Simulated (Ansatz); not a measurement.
Input:

```
CELL_PARAMETERS angstrom
      3.07489     0.00000     0.00000
     -1.53745     2.66293     0.00000
      0.00000     0.00000     4.93096
ATOMIC_POSITIONS crystal
  Mg 0.33333 0.66667 0.25000
  Mg 0.66667 0.33333 0.75000
```

Method: PBEsol, DFPT electron-phonon coupling, linearised Boltzmann equation (plane waves, PAW, scalar-relativistic; Ansatz, a quantum-chemistry and plane-wave program). Condition of this run: hydrostatic pressure 5 GPa (the target of the relaxation). How the cell was made: relaxed with this functional, without spin-orbit coupling, then loaded as said.

Predict the intrinsic resistivity at 100 K.

0.62 (x), 0.62 (y), 0.55 (z) μΩ·cm.

A metal at this level (no band gap). Only scattering by harmonic phonons is included (no impurities, grain boundaries, electron-electron scattering or thermal expansion). Spin-orbit coupling is left out. Halving the electron mesh (32x32x16) moves the resistivity by up to 14 % at 100 K. Smearing 0.20 eV; phonons on a 5x5x3 q mesh, which this run doesn't test.
